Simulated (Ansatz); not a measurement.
Ti2AlC (P6₃/mmc, No. 194; cell taken from a computed entry), treated with r²SCAN in Ansatz (plane waves, PAW).

Run with plane-wave cutoff 600 eV, 24×24×4 k mesh (along the axes of the cell as run), Fermi–Dirac smearing 0.049 eV (set by the program), no spin polarisation, scalar-relativistic PAW data made under PBE.

Computed at the level's own relaxed cell.

Hill averages of the elastic tensor: K = 146.6 GPa, G = 124.1 GPa. Volume 13.856 Å³/atom, mean atomic mass 33.682 u.

Task: Work out the density, the sound velocities of a polycrystal and the elastic Debye temperature at this level.

Result: ρ = 1.66054 × 33.682/13.856 = 4.037 g/cm³. v_l = √[(K + 4G/3)/ρ] = 8.792 km/s and v_t = √(G/ρ) = 5.544 km/s. The mean follows from 3/v_m³ = 1/v_l³ + 2/v_t³: v_m = 6.101 km/s. Θ_D = (ħ/k_B) v_m (6π²/V)^(1/3) = 76.38 K Å s/km × 6.101 × 1.6228 Å⁻¹ = 756 K, counting all atoms of the cell.

Note: the relaxation could not lower the start's symmetry, so the cell can be a saddle point above a distorted one.

Ansatz is an electronic-structure program.
